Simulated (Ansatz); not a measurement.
Evanescent states of Si$_{3}$N$_{4}$ (P6_3/m, 14 atoms a cell, 10.4 Å³ an atom) along the normal of (110)

These are r2SCAN (plane waves, PAW; Ansatz, a program for electronic structure) values and carry that method's errors.

The gap is the functional's own, uncorrected, and κ follows it; spin-orbit coupling is left out. Mid-gap means the computed energy nearest the middle.

Energies count from the valence-band top; κ is the least over a 10×4 mesh across the current.

| E (eV) | κ (1/Å) | where |
|---|---|---|
| 0.12 | 0.156 | off Γ |
| 0.34 | 0.259 | off Γ |
| 0.57 | 0.323 | off Γ |
| 0.81 | 0.362 | off Γ |
| 1.03 | 0.373 | off Γ |
| 1.26 | 0.380 | off Γ |
| 1.50 | 0.386 | off Γ |
| 1.73 | 0.391 | off Γ |
| 1.96 | 0.393 | off Γ |
| 2.19 | 0.395 | off Γ |
| 2.42 | 0.394 | off Γ |
| 2.65 | 0.389 | Γ |
| 2.88 | 0.383 | Γ |
| 3.10 | 0.374 | Γ |
| 3.33 | 0.364 | Γ |
| 3.56 | 0.352 | Γ |
| 3.79 | 0.337 | Γ |
| 4.03 | 0.318 | Γ |
| 4.25 | 0.296 | Γ |
| 4.49 | 0.269 | Γ |
| 4.71 | 0.234 | Γ |
| 4.95 | 0.146 | Γ |

**Question.** How thick must the barrier be to attenuate the transmission by 10^8 when the electrodes' Fermi level lies at 2.65 eV, and what attenuation does that film give at 4.49 eV?

**Answer.** d = 8 ln 10 / (2 × 0.389) = 23.7 Å. At 4.49 eV it gives 8 × 0.269/0.389 = 5.5 decades.
